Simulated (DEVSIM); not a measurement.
System: Cr/La2O3/SiO2/p-Si capacitor, at 300 K.

| layer (left to right) | material | thickness (nm) | Na (cm⁻³) |
|---|---|---|---|
| 1 | La2O3 | 4.40 | - |
| 2 | SiO2 | 0.750 | - |
| 3 | Si | 340 | 2.9e18 |

Metal gate on the left, work function 4.5 eV. Fixed charge at the semiconductor interface 2.1e12 cm⁻² (in units of +e); no interface traps.

Constants are typed, rounded textbook-type inputs, not results; the design itself was drawn at random and stands for no fabricated device. Values at 300 K.

| parameter | La2O3 | SiO2 | Si |
|---|---|---|---|
| gap (eV) | 5.8 | 9 | 1.124 |
| affinity (eV) | 1.8 | 0.9 | 4.05 |
| permittivity | 27 | 3.9 | 11.7 |
| Nc (cm⁻³) | - | - | 2.86e19 |
| Nv (cm⁻³) | - | - | 3.1e19 |

Simulated with DEVSIM: 1D Poisson equation in equilibrium, Boltzmann statistics, complete ionisation; no quantum confinement or tunnelling. Metal contacts follow the ideal Schottky-Mott rule: no Fermi-level pinning, no interface dipoles.

The La2O3 thickness was swept, all else fixed.

| La2O3 thickness (μm) | minimum of the low-frequency capacitance (μF/cm²) | flat-band voltage (V) | capacitance of the dielectric stack (μF/cm²) | threshold voltage (band bending 2φF) (V) |
|---|---|---|---|---|
| 0.0018 | 0.467 | -0.71 | 3.42 | 0.58 |
| 0.0024 | 0.462 | -0.72 | 3.15 | 0.60 |
| 0.0031 | 0.452 | -0.73 | 2.88 | 0.62 |
| 0.0037 | 0.445 | -0.74 | 2.69 | 0.63 |
| 0.0044 | 0.440 | -0.75 | 2.49 | 0.65 |
| 0.0053 | 0.435 | -0.76 | 2.28 | 0.68 |

From the first row to the last the minimum of the low-frequency capacitance goes from 0.467 to 0.435. From the first row to the last the flat-band voltage goes from -0.71 to -0.76.
